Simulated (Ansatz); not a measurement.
Hypothetical bcc (W type) B, pressure series

The reference is B in the bcc (W type) structure (space group Im-3m, No. 229; a = 2.3067 Å; a hypothetical phase, not in the database extracts checked).

Cell and atoms are relaxed at each pressure.

Method: PBE (Ansatz, an electronic-structure program, PAW, spin-orbit coupling left out).

| pressure (GPa) | volume per atom (Å³/atom) |
|---|---|
| -2 | 6.190 |
| 0 | 6.136 |
| 0.3 | 6.129 |
| 0.7 | 6.118 |
| 1.5 | 6.098 |
| 3 | ? |
| 5 | 6.012 |
| 7.5 | 5.954 |
| 10 | 5.899 |

Task: Fit the third-order Birch–Murnaghan form P(V) = (3B₀/2)[(V₀/V)^(7/3) − (V₀/V)^(5/3)]·[1 + (3/4)(B₀′ − 4)((V₀/V)^(2/3) − 1)] (squares taken in P) to the rows shown and predict the withheld row.

Result: Least squares on the printed values gives V₀ = 6.136 Å³/atom, B₀ = 234 GPa, B₀′ = 4.0; this predicts 6.060 Å³/atom, and the run gives 6.060 Å³/atom, in agreement.

Load acts through the strain it causes; cell and atoms are relaxed under it. Whether these cells are dynamically stable was not tested. No other phases were tried under pressure.
